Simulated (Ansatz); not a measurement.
C vacancy + C vacancy + Fe interstitial in diamond (start: a built cluster, 1.5 Å across; 216-site cell, 2×2×2 shifted sampling). Method: PBE, PAW (plane waves to 420 eV; Ansatz, an electronic-structure program). Total energies of the localised charge states, counted from that of charge 0, and their image corrections (point charge with alignment); the host's valence-band maximum lies at 13.244 eV on the cells' energy zero and its gap is 4.13 eV.

```json
[
 {"charge": "0", "moment (μB)": "0.0", "E − E(first) (eV)": "0.000", "correction (eV)": "0.003"},
 {"charge": "−1", "moment (μB)": "1.0", "E − E(first) (eV)": "14.175", "correction (eV)": "0.275"}
]
```

### Question
Derive the transition levels above the valence-band maximum and say which of them are thermodynamic.

### Answer
A level is the Fermi energy at which two charges have equal formation energy: ε(q/q′) = [E(q′) + corr(q′) − E(q) − corr(q)] / (q − q′) − E_VBM.
ε(0/−1) = [(14.175 + 0.275) − (0.000 + 0.003)] / 1 − 13.244 = 1.20 eV
Thermodynamic levels at least 0.1 eV inside the gap: (0/−1) at 1.20 eV. They hold to tenths of an eV in this cell. Only the charges listed were compared. Charge +1 has its level within 0.1 eV of a band edge or past it. The geometries come from one start.
